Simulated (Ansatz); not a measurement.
The starting structures come from a database of crystals and need not be the phases stable at ambient conditions.

 Where the default PAW files enter, the runs use the earlier of Ansatz's two default sets.

Data:

```
CELL_PARAMETERS angstrom
      4.64844     0.00000     0.00000
      0.00000     7.34752     0.00000
      0.00000    -3.67376     6.36313
ATOMIC_POSITIONS crystal
  Si 0.50000 0.00000 0.00000
  Hg 0.00000 0.00000 0.50000
  Hg 0.00000 0.50000 0.00000
  Hg 0.00000 0.50000 0.50000
  S  0.77256 0.66667 0.33333
  S  0.22744 0.33333 0.66667
  F  0.71029 0.88928 0.11072
  F  0.28971 0.11072 0.88928
  F  0.71029 0.22144 0.11072
  F  0.28971 0.77856 0.88928
  F  0.71029 0.88928 0.77856
  F  0.28971 0.11072 0.22144
```

Space group of this cell: P-3m1. The cell was relaxed by PBE-D3(BJ); by r2SCAN its mean pressure is -1.7 GPa.

Transport runs along the normal of the first two printed cell vectors, the (100) plane of the conventional cell.

No gap correction and no spin-orbit coupling; mid-gap values are interpolated between computed energies.

### Question
Compute, with r2SCAN (Ansatz, a quantum-chemistry and plane-wave program), the band gap and the smallest decay constant κ at mid-gap.

### Answer
Gap 3.42 eV on a 8×6×6 mesh; κ = 0.385 1/Å, at the zone centre.
